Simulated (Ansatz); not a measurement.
The reference is GaN in the zinc blende structure (space group F-43m, No. 216).

```
GaN
1.0
    0.00000     2.24895     2.24895
    2.24895     0.00000     2.24895
    2.24895     2.24895     0.00000
Ga N
1 1
Direct
  0.00000   0.00000   0.00000
  0.25000   0.25000   0.25000
```

Cartesian axes are those of the cell as printed.

Calculations: r2SCAN (Ansatz, a program for electronic structure), without spin-orbit coupling.

Before the change:

| Quantity | Value |
|---|---|
| Valence-band top at Γ | 0.00, 0.00, 0.00 eV |
| Pressure | 0.00 GPa |

The change: the cell is stretched by 2.00 % along z with no lateral relaxation; the atoms relax in the strained cell.

Question: How does this affect the valence-band top at Γ?

Answer: The valence-band top at Γ (three highest levels, from the VBM) goes from 0.00, 0.00, 0.00 eV to 0.00, 0.00, -0.10 eV.

Question: How does this affect the energy relative to the base?

Answer: The energy goes up by 4.0 meV/atom.

Question: What does the calculation give for the pressure after the change?

Answer: The pressure (mean of the normal stresses, compression positive) goes from zero to -3.76 GPa.

The levels and masses belong to the bands next to the band gap. Stability against distortions was not tested. This is not the structure that GaN has at room temperature and ambient pressure.
